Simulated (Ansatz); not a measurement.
The parent structure is WC (space group P-6m2, No. 187; a = 2.913 Å, c = 2.836 Å; relaxed with 0.1 eV smearing). Axes: x lies along a and z along c of the hexagonal cell.

Computed with Ansatz (a first-principles code) r2SCAN, scalar-relativistic without spin-orbit coupling, earlier PAW set.

For the base:

| Property | Result |
|---|---|
| Volume per atom | 10.42 Å³ |

Perturbation: biaxial strain −1.64 %, plane normal [001], relaxed out of plane (Cartesian); in-plane vectors clamped, the third vector and the atoms free.

Question: How does this affect the volume per atom and in-plane stress?

Answer: The volume per atom shrinks by 0.28 Å³ to 10.14 Å³; the mean in-plane stress (compression positive) is +16.1 GPa.

Whether these cells are dynamically stable was not tested. The final runs are not spin-polarised.
